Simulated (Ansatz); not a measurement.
**How the formation enthalpy of GaSb (model structure, started from the beta GaS type, P6₃/mmc, No. 194, 8 atoms in the cell) moves with the method**

No measured value is used here.

```
level (code)         value (eV/atom)
-------------------  ---------------
PBE (Ansatz)                   0.087
PBEsol (Ansatz)                    …
PBE-D3(BJ) (Ansatz)            0.136
```

**Question.** Some entries are withheld; supply them.

**Answer.** 
- PBEsol (Ansatz, a program for electronic structure), value (eV/atom): 0.123

Density-functional levels without +SOC have no spin–orbit coupling, which shifts binding energies of heavy elements. Each level is taken at its own relaxed cell. Ansatz's density-functional and Hartree–Fock values are scalar-relativistic unless marked +SOC, with PAW data made under PBE.

A model structure was made by putting elements into a prototype or built by hand; it is no filed structure, need not be a known phase, and can be a saddle point held by its symmetry.
